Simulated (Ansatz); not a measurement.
Input and output of a relaxation of the atoms for Zn (P-1, 2 atoms in the cell) (Ansatz, a quantum-chemistry and plane-wave program).

Method of the run: PBEsol, PAW files made with PBE (plane waves; Ansatz).

The change in words: atoms moved at random; relax: default → atoms; relax.f_tol: default → 0.005 eV/Å. Reference geometry:
```
CELL_PARAMETERS angstrom
      2.62613     0.00000     0.00000
     -1.31306     2.27429     0.00000
      0.00000     0.00000     4.89509
ATOMIC_POSITIONS crystal
  Zn 0.33333 0.66667 0.25000
  Zn 0.66667 0.33333 0.75000
```

Reference input (self-consistent single point, DFT, PBEsol, plane waves, PAW files made with PBE): basis.ecutwfc = 420 eV; kpoints.mp_grid.grid = 12 12 6; hamiltonian.xc = pbesol; hamiltonian.pseudopotentials = {kind: paw} (the program's default PAW files); scf.occupations.method = fermi_dirac; scf.occupations.width = 0.1 eV. This run's input differs from it in these lines:

Ansatz 0.2 input:
```diff
@@ -7,4 +7,4 @@
   atoms:
-    - { symbol: Zn, position: [0.333333, 0.666667, 0.250000] }
-    - { symbol: Zn, position: [0.666667, 0.333333, 0.750000] }
+    - { symbol: Zn, position: [0.341486, 0.668213, 0.248833] }
+    - { symbol: Zn, position: [0.658514, 0.331787, 0.751167] }
 basis:
@@ -23,2 +23,4 @@
     width: 0.1
+relax:
+  f_tol: 0.005
 output:
```

The program printed (abridged):

```
   [... SCF lines of the steps left out ...]
relax step   1: F+E_penalty+E_count = -6561.80110359 eV  Δ(F+E_penalty+E_count) = +0.000e0 eV  max|allowed force component| = 2.835e-2 eV/Å  Δτ_max = 0.0000 Å  (7 SCF iters, dr2 threshold 6.25e-7 eV, accepted)
relax step   2: F+E_penalty+E_count = -6561.80157792 eV  Δ(F+E_penalty+E_count) = -4.743e-4 eV  max|allowed force component| = 1.096e-2 eV/Å  Δτ_max = 0.0106 Å  (5 SCF iters, dr2 threshold 5.02e-8 eV, accepted)
relax step   3: F+E_penalty+E_count = -6561.80170439 eV  Δ(F+E_penalty+E_count) = -1.265e-4 eV  max|allowed force component| = 6.622e-4 eV/Å  Δτ_max = 0.0094 Å  (5 SCF iters, accepted)
Stability not checked: this state was not tested for a lower state beside it, because too few of the mixer's solves of this state at the end of the SCF gave a …
Free energy (F): -6561.801704 eV
Internal energy: -6561.783339 eV  (E = F + TS)
E sigma→0 (E₀):  -6561.792522 eV
Entropy (-TS):   -0.018366 eV (-9.183 meV/atom)
Fermi energy:    11.504580 eV
--- Forces (eV/Å), atoms counted from 1 ---
  atom   1  Zn    -0.00066223    -0.00012737    -0.00000435
  atom   2  Zn     0.00066223     0.00012737     0.00000435
--- Stress (GPa, compression-positive) ---
       -3.992298       0.001553       0.000000
        0.001553      -3.992876       0.000000
        0.000000       0.000000       0.989905
  P = ⅓ Tr σ = -2.3318 GPa (-23.318 kbar)
   [... lines left out ...]
--- Relaxed structure (3 steps of the walk, 3 accepted, 0 SCFs on fresh bases) ---
  F+E_penalty+E_count = -6561.80170439 eV   max|allowed force component| = 6.622e-4 eV/Å
  atoms:
    - { symbol: Zn, position: [0.3335842297810456, 0.6667169661076193, 0.24999951661030684] }
    - { symbol: Zn, position: [0.6664157702189545, 0.3332830338923807, 0.7500004833896932] }
```

The run converged. 

Summary of the result:
- Free energy E − TS (on the zero of these files): -6561.8017 eV
- Fermi level (on the code's own zero): 11.50 eV
- Pressure: -2.33 GPa
- Relaxation steps: 3

The starting cell comes from a database of computed structures (which also holds hypothetical and non-ambient phases and stackings), without a prior relaxation at this level. Its lattice was rescaled by a random factor within 2.5 % of one. For this run, on top of that: atoms moved at random. Ansatz's pressure includes its estimate of the finite-basis (Pulay) stress.
